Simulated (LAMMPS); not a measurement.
An MD run on TiO2 (rutile), 576 atoms, at 940 K and 0 GPa, heated as the crystal.

Model: classical MD, Buckingham potential of Woodley, Battle, Gale and Catlow, Phys. Chem. Chem. Phys. 1, 2535 (1999), used with rigid ions (no shells), PPPM sums, short-range terms cut at 10 Å, modified for these runs by an r^-4 repulsive force inside the short-range force's maximum, run in LAMMPS.

| frequency (THz) | spectral density (1/THz), total | spectral density (1/THz), O | spectral density (1/THz), Ti |
|---|---|---|---|
| 1.487 | 0.0001 | 0.0000 | 0.0000 |
| 2.337 | 0.0001 | 0.0000 | 0.0000 |
| 3.188 | 0.0038 | 0.0013 | 0.0025 |
| 4.037 | 0.0034 | 0.0013 | 0.0021 |
| 4.887 | 0.0159 | 0.0055 | 0.0105 |
| 5.738 | 0.0085 | 0.0032 | 0.0054 |
| 6.588 | 0.0097 | 0.0030 | 0.0067 |
| 7.438 | 0.0282 | 0.0094 | 0.0188 |
| 8.287 | 0.0468 | 0.0159 | 0.0309 |
| 9.137 | 0.0279 | 0.0111 | 0.0167 |
| 9.988 | 0.0329 | 0.0182 | 0.0147 |
| 10.84 | 0.0569 | 0.0271 | 0.0298 |
| 11.69 | 0.0421 | 0.0123 | 0.0299 |
| 12.54 | 0.0335 | 0.0154 | 0.0181 |
| 13.39 | 0.0414 | 0.0303 | 0.0111 |
| 14.24 | 0.0656 | 0.0466 | 0.0190 |
| 15.09 | 0.0430 | 0.0284 | 0.0146 |
| 15.94 | 0.0673 | 0.0477 | 0.0196 |
| 16.79 | 0.0699 | 0.0532 | 0.0167 |
| 17.64 | 0.0687 | 0.0528 | 0.0159 |
| 18.49 | 0.0642 | 0.0460 | 0.0182 |
| 19.34 | 0.0502 | 0.0333 | 0.0169 |
| 20.19 | 0.0446 | 0.0332 | 0.0114 |
| 21.04 | 0.0319 | 0.0247 | 0.0072 |
| 21.89 | 0.0234 | 0.0186 | 0.0047 |
| 22.74 | 0.0155 | 0.0127 | 0.0028 |
| 23.59 | 0.0162 | 0.0140 | 0.0022 |
| 24.44 | 0.0132 | 0.0119 | 0.0013 |
| 25.29 | 0.0211 | 0.0196 | 0.0014 |
| 26.14 | 0.0205 | 0.0190 | 0.0015 |
| 26.99 | 0.0236 | 0.0215 | 0.0021 |
| 27.84 | 0.0285 | 0.0252 | 0.0034 |
| 28.69 | 0.0192 | 0.0172 | 0.0020 |
| 29.54 | 0.0200 | 0.0172 | 0.0029 |
| 30.39 | 0.0208 | 0.0179 | 0.0029 |
| 31.24 | 0.0189 | 0.0154 | 0.0035 |
| 32.09 | 0.0122 | 0.0097 | 0.0026 |
| 32.94 | 0.0103 | 0.0076 | 0.0027 |
| 33.79 | 0.0126 | 0.0090 | 0.0036 |
| 34.64 | 0.0123 | 0.0085 | 0.0038 |
| 35.49 | 0.0079 | 0.0055 | 0.0024 |
| 36.34 | 0.0066 | 0.0044 | 0.0021 |
| 37.19 | 0.0071 | 0.0047 | 0.0025 |
| 38.04 | 0.0048 | 0.0031 | 0.0016 |
| 38.89 | 0.0018 | 0.0012 | 0.0006 |
| 39.74 | 0.0008 | 0.0006 | 0.0002 |
| 40.59 | 0.0005 | 0.0004 | 0.0001 |
| 41.44 | 0.0003 | 0.0002 | 0.0001 |

Read from the full data:
- state found: crystal; no diffusion seen in 21 ps
- mean frequency of the velocity spectrum: 18.2 THz

Caution: the potential ionic pair potential woodley1999 is fitted for structure prediction of static crystals.
